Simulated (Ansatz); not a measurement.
Base system: KF in the rock salt structure (space group Fm-3m, No. 225; a = 5.318 Å).

Calculations: plane-wave PAW DFT at the r2SCAN level (Ansatz, an electronic-structure program, 500 eV), spin-orbit coupling left out.

Base values:

The band gap is 6.91 eV and the width of the top valence band comes out as 0.35 eV.

The change: the cell is scaled by 0.9791 in all directions; the atoms relax in the strained cell.

Question: What happens to the band gap and width of the top valence band?

Answer: The band gap goes up by 0.36 eV (6.91 eV → 7.27 eV); the width of the top valence band rises by 0.06 eV (0.35 eV → 0.41 eV).

Stability against distortions was not tested.
